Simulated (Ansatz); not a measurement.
**GaAs: alloy series**

Take GaAs in the zinc blende structure (space group F-43m, No. 216; a = 5.667 Å) as the base.

The other end (x = 1) is GaN in the zinc blende structure (space group F-43m, No. 216): 11.37 Å³/atom, gap 2.17 eV; this end may not be an ambient phase.

N replaces a fraction x of As; each row is one arrangement (x, atoms in the cell, starting space group or random), fully relaxed.

All numbers come from r2SCAN (Ansatz, an electronic-structure program, PAW, no spin-orbit coupling).

Notes on the quantities. deviation of the volume from the linear: Vegard-type) interpolation.

```csv
change,band gap,deviation of the volume from the linear
base,0.96 eV,–
"x(N) = 0.25, 8 atoms, Pmm2",zero,?
"x(N) = 0.25, 8 atoms, P-4m2",0.17 eV,?
"x(N) = 0.5, 8 atoms, Pmn2_1",zero,?
"x(N) = 0.667, 6 atoms, P3m1",zero,-3.0 %
"x(N) = 0.75, 8 atoms, Cm",zero,-3.2 %
"x(N) = 0.75, 8 atoms, P-43m",zero,-2.8 %
```

**Question.** Some entries are withheld; estimate them.

**Answer.** 
- x(N) = 0.25, 8 atoms, Pmm2, deviation of the volume from the linear: -2.5 %
- x(N) = 0.25, 8 atoms, P-4m2, deviation of the volume from the linear: -2.6 %
- x(N) = 0.5, 8 atoms, Pmn2_1, deviation of the volume from the linear: -4.7 %

Each cell is one ordered arrangement of few atoms, which overstates ordering effects compared with a random alloy. No phonon test of stability was made. All final runs are without spin polarisation. This is not the structure that GaN has at room temperature and ambient pressure. The zero or small gap of Ga4As3N, Ga2AsN, Ga3AsN2 and Ga4AsN3 can change with the level of theory.
